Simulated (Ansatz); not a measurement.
Band structure of Mg2Ge (Fm-3m, 3 atoms in the cell).

```
Mg2Ge
1.0
    0.00000     3.20244     3.20244
    3.20244     0.00000     3.20244
    3.20244     3.20244     0.00000
Mg Ge
2 1
Direct
  0.75000   0.75000   0.75000
  0.25000   0.25000   0.25000
  0.00000   0.00000   0.00000
```

Method: PBE (plane waves, PAW; Ansatz, an electronic-structure program).

Settings: kpoints.mp_grid.grid = 6 6 6; hamiltonian.xc = pbe; hamiltonian.pseudopotentials = {kind: paw} (the program's default PAW files); scf.occupations.method = fermi_dirac; scf.occupations.width = 0.136 eV; kpoints.band_path.npoints = 8.

The starting cell comes from a database of computed structures (which also holds hypothetical and non-ambient phases and stackings), without a prior relaxation at this level. Its lattice was rescaled by a random factor within 2.5 % of one.

Levels in eV from the Fermi level, bands 14 to 20:
```tsv
point	14	15	16	17	18	19	20
Γ	-9.84	-0.14	-0.14	-0.14	0.85	2.67	2.67
X	-8.17	-4.64	-2.13	-2.13	0.02	0.39	7.70
W	-8.14	-3.79	-3.79	-2.81	2.63	3.56	3.61
K	-8.19	-4.21	-3.62	-1.80	0.57	2.96	5.85
L	-8.62	-4.95	-0.87	-0.87	0.83	2.61	2.61
U	-8.19	-4.21	-3.62	-1.80	0.57	2.96	5.85
```

Keys are those of Ansatz 0.2.
